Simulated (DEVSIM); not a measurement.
Structure: Al/SiON/p-GaAs capacitor, at 400 K.

Layer 1 from the left is SiON, thickness (nm) 3.80. Layer 2 from the left is GaAs, thickness (nm) 2000, Na (cm⁻³) 1e17.

Metal gate on the left, work function 4.1 eV. Fixed charge at the semiconductor interface 0 cm⁻² (in units of +e); no interface traps.

The device is made up for the run: typed textbook-type constants, with dimensions and the other settings drawn at random. Values at 300 K; Nc and Nv go as T^1.5, mobilities as T to minus their exponent, the gap by Varshni's rule with the affinity fixed.

SiON: gap (eV) 7, affinity (eV) 1.4, permittivity 5.5. GaAs: gap (eV) 1.424, affinity (eV) 4.07, permittivity 12.9, Nc (cm⁻³) 4.7e17, Nv (cm⁻³) 9e18, Varshni α (eV/K) 0.000541, Varshni β (K) 204.

### Question
Estimate by hand the flat-band voltage, the threshold voltage, and compare with a numerical solution.

### Answer

- Flat-band voltage: C = 1.28 μF/cm², work-function difference -1.177 V; VFB = φms − qNf/C = -1.18 V; numerical -1.18 V.
- Threshold voltage: φF = 0.570 V, depletion charge √(4εqNφF) = 2.04e-7 C/cm²; VT = VFB + 2φF + Qd/C = 0.12 V; numerical 0.12 V.

Model (solved in DEVSIM): 1D Poisson equation in equilibrium, Boltzmann statistics, complete ionisation; no quantum confinement or tunnelling. Metal contacts follow the ideal Schottky-Mott rule: no Fermi-level pinning, no interface dipoles.
